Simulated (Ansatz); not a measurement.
We consider Be(OH)2 (P2₁2₁2₁, No. 19), described by LDA in Ansatz (plane waves, PAW).

Run with plane-wave cutoff 500 eV, 10×10×6 k mesh (along the axes of the cell as run), gaussian smearing 0.02 eV, scalar-relativistic PAW data made under PBE.

Cell (relaxed at this level):

```xyz
20
Lattice="4.3405 0.0000 0.0000 0.0000 4.5141 0.0000 0.0000 0.0000 6.8563" Properties=species:S:1:pos:R:3 pbc="T T T"
Be     4.1341     0.8319     5.9868
Be     2.3766     3.6823     2.5587
Be     1.9638     1.4252     0.8695
Be     0.2064     3.0889     4.2977
H      3.1556     2.7131     6.2259
H      3.3551     1.8011     2.7977
H      0.9854     4.0581     0.6304
H      1.1849     0.4560     4.0586
H      2.7306     4.0533     4.8466
H      3.7802     0.4608     1.4184
H      0.5603     2.7179     2.0097
H      1.6099     1.7963     5.4379
O      3.6288     2.7531     3.0041
O      2.8819     1.7610     6.4322
O      1.4586     4.0181     3.8523
O      0.7117     0.4961     0.4241
O      3.6226     3.9760     5.3229
O      2.8881     0.5381     1.8947
O      1.4524     2.7952     1.5335
O      0.7179     1.7189     4.9616
```

Task: Predict the band gap.

Result: 
- band gap = 5.90 eV (on the SCF k mesh)

Note: the relaxation could not lower the start's symmetry, so the cell can be a saddle point above a distorted one; the volume lies 9 % below that of the published cell.

Static lattice: no zero-point or thermal effects.

It cost around 15 core-minutes (rough) of CPU time.

Ansatz is a quantum-chemistry and plane-wave program.
